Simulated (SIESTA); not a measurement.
Input and output of a self-consistent single point for Ta (Im-3m, 1 atom in the cell) (SIESTA).

Method: GGA PBE, numerical atomic orbitals DZP, PseudoDojo PBE standard norm-conserving potentials (rewritten from UPF to PSML) (SIESTA).

```xyz
1
Lattice="-1.6583 1.6583 1.6583 1.6583 -1.6583 1.6583 1.6583 1.6583 -1.6583" Properties=species:S:1:pos:R:3 pbc="T T T"
Ta     0.0000     0.0000     0.0000
```

Reference input (self-consistent single point, DFT, GGA PBE, numerical atomic orbitals DZP, PseudoDojo PBE standard norm-conserving potentials (rewritten from UPF to PSML)): XC.functional = GGA; XC.authors = PBE; potentials = PseudoDojo PBE standard; PAO.BasisSize = DZP; PAO.EnergyShift = 0.01 Ry; MeshCutoff = 400 Ry; kgrid.MonkhorstPack = 8 8 8; OccupationFunction = MP; OccupationMPOrder = 0; ElectronicTemperature = 1160.45 K; MaxSCFIterations = 150; SCF.Mixer.Method = Pulay. This run's input differs from it in these lines:

```diff
@@ -26,5 +26,5 @@
 %block kgrid.MonkhorstPack
-    8   0   0  0.0
-    0   8   0  0.0
-    0   0   8  0.0
+   13   0   0  0.0
+    0  13   0  0.0
+    0   0  13  0.0
 %endblock kgrid.MonkhorstPack
@@ -32,3 +32,3 @@
 OccupationMPOrder            0
-ElectronicTemperature        1160.45 K
+ElectronicTemperature        3481.36 K
```

Log, with long lists cut:

```
        iscf     Eharris(eV)        E_KS(eV)     FreeEng(eV)     dDmax    Ef(eV) dHmax(eV)
   scf:    1    -1769.865713    -1770.232933    -1770.285334  0.735673 -2.829242  5.217402
   scf:    2    -1770.525954    -1770.381546    -1770.434860  0.037243 -2.931922  4.433979
   scf:    3    -1771.002809    -1770.761756    -1770.821948  0.179358 -3.535425  0.026381
   scf:    4    -1770.762534    -1770.762195    -1770.822098  0.004506 -3.523715  0.080796
   scf:    5    -1770.762597    -1770.762402    -1770.822207  0.008342 -3.539206  0.010843
   scf:    6    -1770.762361    -1770.762382    -1770.822209  0.000989 -3.542669  0.001006
mix: Pulay -- inversion failed, > SVD [rank/size] 3 / 5
   scf:    7    -1770.762389    -1770.762385    -1770.822209  0.000054 -3.542505  0.000183
mix: Pulay -- inversion failed, > SVD [rank/size] 3 / 5
   scf:    8    -1770.762386    -1770.762386    -1770.822209  0.000016 -3.542452  0.000004
mix: Pulay -- inversion failed, > SVD [rank/size] 3 / 5
   scf:    9    -1770.762386    -1770.762386    -1770.822209  0.000000 -3.542451  0.000003
SCF Convergence by DM+H criterion
max |DM_out - DM_in|         :     0.0000002908
max |H_out - H_in|      (eV) :     0.0000031953
SCF cycle converged after 9 iterations

Using DM_out to compute the final energy and forces

siesta: E_KS(eV) =            -1770.7624

siesta: E_KS - E_eggbox =     -1770.7624

siesta: Atomic forces (eV/Ang):
     1    0.000000    0.000000   -0.000000
   Tot    0.000000    0.000000   -0.000000
   Max    0.000000
   Res    0.000000    sqrt( Sum f_i^2 / 3N )
   Max    0.000000    constrained

Stress tensor Voigt[x,y,z,yz,xz,xy] (kbar):       15.99       15.99       15.99        0.04        0.04        0.04
(Free)E + p*V (eV/cell)    -1771.0042
Target enthalpy (eV/cell)    -1770.8222

siesta: Program's energy decomposition (eV):
siesta: FreeEng =     -1770.822209

siesta: Stress tensor (static) (eV/Ang**3):
siesta:     0.009979    0.000024    0.000024
siesta:     0.000024    0.009979    0.000024
siesta:     0.000024    0.000024    0.009979

siesta: Cell volume =         18.239377 Ang**3

siesta: Pressure (static):
siesta:                Solid            Molecule  Units
siesta:          -0.00010868         -0.00010868  Ry/Bohr**3
siesta:          -0.00997873         -0.00997873  eV/Ang**3
siesta:         -15.98769369        -15.98769369  kBar
```

The run converged in 9 iterations. Against the reference run the free energy goes down by 5.7 meV/atom and the pressure goes from -4.01 to -1.60 GPa.

The starting cell has typed, rounded lattice constants, without a prior relaxation at this level. Its lattice was rescaled by up to half a per cent. Spin polarisation is off. Values carry the incompleteness of an atom-centred basis.
